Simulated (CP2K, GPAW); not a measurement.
A CP2K input for a self-consistent single point of Re (P6_3/mmc, 4 atoms in the cell) (DFT PBE, GPW, DZVP-MOLOPT-SR-GTH basis, GTH-PBE potentials (GTH_POTENTIALS)):

```
&GLOBAL
  PROJECT bulk
  RUN_TYPE ENERGY_FORCE
  PRINT_LEVEL LOW
&END GLOBAL
&FORCE_EVAL
  METHOD Quickstep
  STRESS_TENSOR ANALYTICAL
  &DFT
    BASIS_SET_FILE_NAME BASIS_MOLOPT
    POTENTIAL_FILE_NAME GTH_POTENTIALS
    &QS
      METHOD GPW
      EPS_DEFAULT 1E-11
    &END QS
    &MGRID
      CUTOFF 500
      REL_CUTOFF 50
      NGRIDS 5
    &END MGRID
    &SCF
      SCF_GUESS ATOMIC
      EPS_SCF 1E-7
      MAX_SCF 100
      ADDED_MOS 11
      &DIAGONALIZATION
        ALGORITHM STANDARD
      &END DIAGONALIZATION
      &MIXING
        METHOD BROYDEN_MIXING
        ALPHA 0.3
        NBUFFER 8
        BETA 1
      &END MIXING
      &SMEAR ON
        METHOD FERMI_DIRAC
        ELECTRONIC_TEMPERATURE [K] 580.23
      &END SMEAR
    &END SCF
    &KPOINTS
      SCHEME MONKHORST-PACK 11 11 3
    &END KPOINTS
    &XC
      &XC_FUNCTIONAL PBE
      &END XC_FUNCTIONAL
    &END XC
    &PRINT
      &MO
        EIGENVALUES T
        OCCUPATION_NUMBERS T
        NDIGITS 8
        FILENAME mo
        &EACH
          QS_SCF 0
        &END EACH
        ADD_LAST NUMERIC
      &END MO
      &MULLIKEN OFF
      &END MULLIKEN
    &END PRINT
  &END DFT
  &SUBSYS
    &CELL
      ABC 2.76832600 2.76832631 8.94510700
      ALPHA_BETA_GAMMA 90.00000000 90.00000000 119.99999629
      PERIODIC XYZ
    &END CELL
    &COORD
      SCALED
      Re       0.00000000     0.00000000     0.00000000
      Re       0.00000000     0.00000000     0.50000000
      Re       0.33333300     0.66666700     0.25000000
      Re       0.66666700     0.33333300     0.75000000
    &END COORD
    &KIND Re
      BASIS_SET DZVP-MOLOPT-SR-GTH-q15
      POTENTIAL GTH-PBE-q15
    &END KIND
  &END SUBSYS
  &PRINT
    &FORCES ON
    &END FORCES
    &STRESS_TENSOR ON
    &END STRESS_TENSOR
  &END PRINT
&END FORCE_EVAL
```

### Question
Write the same calculation as an input for GPAW.

### Answer
This is the input that was run; spellings and numerical settings could be chosen otherwise.

```python
from ase import Atoms
from ase.units import GPa
from gpaw import GPAW

atoms = Atoms(['Re', 'Re', 'Re', 'Re'],
              cell=[[2.768326, 0.000000, 0.000000],
                    [-1.384163, 2.397441, 0.000000],
                    [0.000000, 0.000000, 8.945107]],
              scaled_positions=[[0.000000, 0.000000, 0.000000],
                                [0.000000, 0.000000, 0.500000],
                                [0.333333, 0.666667, 0.250000],
                                [0.666667, 0.333333, 0.750000]],
              pbc=True)

calc = GPAW(mode={'name': 'pw', 'ecut': 550},
            xc='PBE',
            kpts=(11, 11, 3),
            occupations={'name': 'fermi-dirac', 'width': 0.05},
            nbands=-10,
            convergence={'density': 1e-05, 'energy': 1e-05},
            symmetry={'symmorphic': False, 'tolerance': 0.0005},
            maxiter=150,
            txt='-')

atoms.calc = calc

energy = atoms.get_potential_energy()
print('Energy (eV):', round(energy, 6))
forces = atoms.get_forces()
print('Forces (eV/Ang):')
print(forces.round(5))
stress = atoms.get_stress()
print('Stress (GPa, Voigt):', (stress / GPa).round(4))
```

Basis settings and potentials, where a program has them, do not carry over. This input uses DFT PBE, plane waves, GPAW PAW datasets PBE (gpaw-data 1.0.1). Both were run: pressure -0.53 GPa in CP2K and 1.81 in GPAW.

On CP2K: the starting cell comes from a database of computed structures (which also holds hypothetical and non-ambient phases and stackings), without a prior relaxation at this level. Its lattice was rescaled by a random factor within 2.5 % of one. Spin polarisation is off. Values carry the incompleteness of an atom-centred basis.

On GPAW: the starting cell comes from a database of computed structures (which also holds hypothetical and non-ambient phases and stackings), without a prior relaxation at this level. Its lattice was rescaled by a random factor within 2.5 % of one. Spin polarisation is off.
